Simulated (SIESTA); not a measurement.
Input and output of a self-consistent single point for Cl (P1, 4 atoms in the cell) (SIESTA).

Method of the run: GGA PBE, numerical atomic orbitals TZP, PseudoDojo PBE standard norm-conserving potentials (rewritten from UPF to PSML) (SIESTA).

The change in words: lattice scaled by 0.98. Reference geometry:
```xyz
4
Lattice="2.2400 -3.1200 0.0000 2.2400 3.1200 0.0000 0.0000 0.0000 8.2600" Properties=species:S:1:pos:R:3 pbc="T T T"
Cl     3.9563     0.0031     7.3626
Cl     2.7792     0.0069     3.3188
Cl     1.6880     0.0119     5.0206
Cl     0.5365    -0.0219     0.8181
```

Reference input (self-consistent single point, DFT, GGA PBE, numerical atomic orbitals TZP, PseudoDojo PBE standard norm-conserving potentials (rewritten from UPF to PSML)): XC.functional = GGA; XC.authors = PBE; potentials = PseudoDojo PBE standard; PAO.BasisSize = TZP; PAO.EnergyShift = 0.01 Ry; MeshCutoff = 400 Ry; kgrid.MonkhorstPack = 5 5 2; OccupationFunction = FD; ElectronicTemperature = 116.05 K; MaxSCFIterations = 150; SCF.Mixer.Method = Broyden; SCF.Mixer.Weight = 0.2. This run's input differs from it in these lines:

```diff
@@ -9,7 +9,7 @@
 %endblock ChemicalSpeciesLabel
-LatticeConstant              3.840833 Ang
+LatticeConstant              3.764017 Ang
 %block LatticeVectors
-     0.583206820   -0.812323785   -0.000000000
-     0.583206820    0.812323785    0.000000000
-     0.000000000    0.000000000    2.150575149
+     0.583206718   -0.812323643   -0.000000000
+     0.583206718    0.812323643    0.000000000
+     0.000000000    0.000000000    2.150574772
 %endblock LatticeVectors
@@ -17,6 +17,6 @@
 %block AtomicCoordinatesAndAtomicSpecies
-     3.956285760    0.003135600    7.362625340  1
-     2.779244160    0.006870240    3.318760620  1
-     1.687999040    0.011859120    5.020551900  1
-     0.536473280   -0.021868080    0.818070400  1
+     3.877160045    0.003072888    7.215372833  1
+     2.723659277    0.006732835    3.252385408  1
+     1.654239059    0.011621938    4.920140862  1
+     0.525743814   -0.021430718    0.801708992  1
 %endblock AtomicCoordinatesAndAtomicSpecies
```

The program printed (abridged):

```
        iscf     Eharris(eV)        E_KS(eV)     FreeEng(eV)     dDmax    Ef(eV) dHmax(eV)
   scf:    1    -1778.313297    -1781.784798    -1781.784798  0.631472 -4.793026  1.883039
   scf:    2    -1782.318026    -1782.069230    -1782.069230  0.054732 -2.700555  1.248172
   scf:    3    -1782.350470    -1782.249341    -1782.249341  0.091311 -3.301837  0.215895
   scf:    4    -1782.279249    -1782.265856    -1782.265856  0.010612 -4.595853  0.056733
   scf:    5    -1782.268717    -1782.267415    -1782.267415  0.003403 -4.613295  0.029770
   scf:    6    -1782.267965    -1782.267715    -1782.267715  0.003087 -4.616335  0.005191
   scf:    7    -1782.267724    -1782.267721    -1782.267721  0.000562 -4.615796  0.001831
   scf:    8    -1782.267723    -1782.267722    -1782.267722  0.000156 -4.615796  0.000762
   scf:    9    -1782.267723    -1782.267722    -1782.267722  0.000079 -4.615805  0.000290
SCF Convergence by DM+H criterion
max |DM_out - DM_in|         :     0.0000790276
max |H_out - H_in|      (eV) :     0.0002898191
SCF cycle converged after 9 iterations

Using DM_out to compute the final energy and forces

siesta: E_KS(eV) =            -1782.2677

siesta: E_KS - E_eggbox =     -1782.2677

siesta: Atomic forces (eV/Ang):
     1   -0.823163    0.009786   -1.358102
     2    0.775747   -0.007808   -1.346787
     3   -0.777590    0.000465    1.285936
     4    0.825496   -0.002516    1.417899
   Tot    0.000490   -0.000072   -0.001053
   Max    1.417899
   Res    0.907744    sqrt( Sum f_i^2 / 3N )
   Max    1.417899    constrained

Stress tensor Voigt[x,y,z,yz,xz,xy] (kbar):        7.20       22.75      -27.06        0.31       -1.11        0.40
(Free)E + p*V (eV/cell)    -1782.3329
   [... lines left out ...]
siesta: FreeEng =     -1782.267722
   [... lines left out ...]
siesta:     0.004492    0.000248   -0.000694
siesta:     0.000248    0.014199    0.000196
siesta:    -0.000694    0.000196   -0.016893

siesta: Cell volume =        108.665300 Ang**3

siesta: Pressure (static):
siesta:                Solid            Molecule  Units
siesta:          -0.00000653          0.00028225  Ry/Bohr**3
siesta:          -0.00059941          0.02591477  eV/Ang**3
siesta:          -0.96035951         41.52003453  kBar
```

The run converged in 9 iterations. Against the reference run the free energy falls by 13.0 meV/atom, the pressure goes from -2.23 to -0.10 GPa, the largest force goes from 0.794 to 1.641 eV/Å and the gap on the mesh goes from 2.462 to 2.692 eV.

The starting cell has typed, rounded lattice constants, without a prior relaxation at this level. Its atoms were displaced at random from the sites of space group no. 64. For this run, on top of that: lattice scaled by 0.98. Values carry the incompleteness of an atom-centred basis. Forces in this geometry exceed 1 eV/Å.
